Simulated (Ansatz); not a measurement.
**Effective masses and thermopower of MgO under load (space group R-3m)**

Data:

```xyz
2
Lattice="0.0089 2.1095 2.1095 2.1095 0.0089 2.1095 2.1095 2.1095 0.0089" Properties=species:S:1:pos:R:3 pbc="T T T"
Mg     0.0000     0.0000     0.0000
O      2.1140     2.1140     2.1140
```

Method: r2SCAN, rigid bands (plane waves, PAW, scalar-relativistic; Ansatz, a program for electronic structure). Condition of this run: uniaxial stress along [111] of -2 GPa (compression positive) (the target of the relaxation). Cell: cell and atoms relaxed with r2SCAN, then loaded as said.

- band gap: 5.62 eV
- electron conductivity mass (300 K, dilute): 0.37 mₑ
- hole conductivity mass (300 K, dilute): 2.2 mₑ
- effective density of states N_c (300 K): 5.4e18 cm⁻³
- effective density of states N_v (300 K): 2.0e20 cm⁻³
- density-of-states mass, electrons: 0.36 mₑ
- density-of-states mass, holes: 3.9 mₑ
- Seebeck coefficient, n-type 1e19 cm⁻³, 300 K: -178 μV/K
- best n-type power factor at 300 K for τ = 10 fs (best axis; densities from 1e16 to 1e21 cm⁻³ tried, whether or not they can be reached): 2.5 μW/(cm·K²) at 3e19 cm⁻³
- Seebeck coefficient, p-type 1e19 cm⁻³, 300 K: 485 μV/K

Rigid bands; masses and Seebeck coefficients take one relaxation time τ for all states and one kind of carrier; polarons and phonon drag are left out. Spin-orbit coupling is left out.
